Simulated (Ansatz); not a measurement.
**BaHfO3: response to strain**

Base system: BaHfO3 in the cubic perovskite structure (space group Pm-3m, No. 221; a = 4.1575 Å). Axes: x, y, z lie along the cube axes.

Strains are applied to the cell and any free atomic positions relax; under biaxial strain the out-of-plane vector relaxes too.

Method: PBEsol (Ansatz, a first-principles code), without spin-orbit coupling.

Notes on the quantities. in-plane stress: mean in-plane stress (compression positive).

| variant | in-plane stress | smallest direct gap | ratio −ε⊥/ε∥ |
|---|---|---|---|
| base | – | 3.67 eV | – |
| biaxial strain −3.00 %, plane normal [001], relaxed out of plane | (withheld) | 3.53 eV | 0.53 |
| biaxial strain −2.40 %, plane normal [001], relaxed out of plane | +10.6 GPa | 3.56 eV | 0.52 |
| biaxial strain −1.80 %, plane normal [001], relaxed out of plane | +7.7 GPa | (withheld) | 0.51 |
| biaxial strain −1.20 %, plane normal [001], relaxed out of plane | +4.9 GPa | 3.62 eV | 0.50 |
| biaxial strain −0.60 %, plane normal [001], relaxed out of plane | +2.4 GPa | 3.64 eV | – |

**Question.** Fill in the withheld entries from the trend.

**Answer.** 
- biaxial strain −3.00 %, plane normal [001], relaxed out of plane, in-plane stress: +13.7 GPa
- biaxial strain −1.80 %, plane normal [001], relaxed out of plane, smallest direct gap: 3.59 eV

With Hf present, leaving out spin-orbit coupling can change the band edges. Whether these cells are dynamically stable was not tested.
